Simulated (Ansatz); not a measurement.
LaNbN3 (model structure, Pm-3m, No. 221, 5 atoms in the cell)

Calculation: LDA in Ansatz (plane waves, PAW).

Numerical settings: plane-wave cutoff 520 eV, 14×14×14 k mesh, Fermi–Dirac smearing 0.05 eV, no spin polarisation, scalar-relativistic PAW data made under PBE.

Cell (relaxed at this level):

Space group Pm-3m (No. 221); a = 4.037 Å, b = 4.037 Å, c = 4.037 Å, α = 90.00°, β = 90.00°, γ = 90.00°

| atom | site | symmetry | x | y | z |
|---|---|---|---|---|---|
| La | 1a | m-3m | 0.0000 | 0.0000 | 0.0000 |
| Nb | 1b | m-3m | 0.5000 | 0.5000 | 0.5000 |
| N | 3c | 4/mm.m | 0.0000 | 0.5000 | 0.5000 |

```
Quantity           Value
---------------  -------
bulk modulus B0  221 GPa
```

Note: the bulk modulus is −V dP/dV from two relaxed cells at ±2 % in volume; the relaxation could raise the start's symmetry but not lower it, so the cell can be a saddle point.

Spin–orbit coupling is not included; it can open a gap where bands touch, and shift volumes and moduli.

Computed values are for the static lattice.

A model structure was made by putting elements into a prototype or built by hand; it is no filed structure, need not be a known phase, and can be a saddle point held by its symmetry.

Ansatz is an electronic-structure program.
